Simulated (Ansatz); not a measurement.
**How far PBE and r2SCAN part for GaN, pressure 1.5 GPa**

Start from GaN in the zinc blende structure (space group F-43m, No. 216; a = 4.549 Å).

(Cell as relaxed with PBE.)

Levels (all Ansatz, a program for electronic structure, PAW): PBE (420 eV, without spin-orbit coupling); r2SCAN (500 eV, no spin-orbit coupling).

Each level relaxes its own structure.

```tsv
base	PBE	r2SCAN
volume per atom	11.76 Å³	11.37 Å³
lattice parameter a	454.9 pm	449.8 pm
band gap	1.54 eV	2.17 eV
```

One thing is altered: a hydrostatic pressure of 1.5 GPa.

```csv
quantity,PBE,r2SCAN
band gap,1.59 eV,2.22 eV
lattice parameter a,453.6 pm,448.7 pm
electron mass,0.15 mₑ (at Γ),0.17 mₑ (at Γ)
```

PBE's band gap lies 0.624 eV below r2SCAN's; PBE's lattice parameter a lies 4.9 pm above r2SCAN's (1.1 %). Neither level is exact; r2SCAN is the comparison here, not a measurement.

Load acts through the strain it causes; cell and atoms are relaxed under it. Effective masses come from finite differences of ±0.01 Å⁻¹. Whether these cells are dynamically stable was not tested. This is not the structure that GaN has at room temperature and ambient pressure.
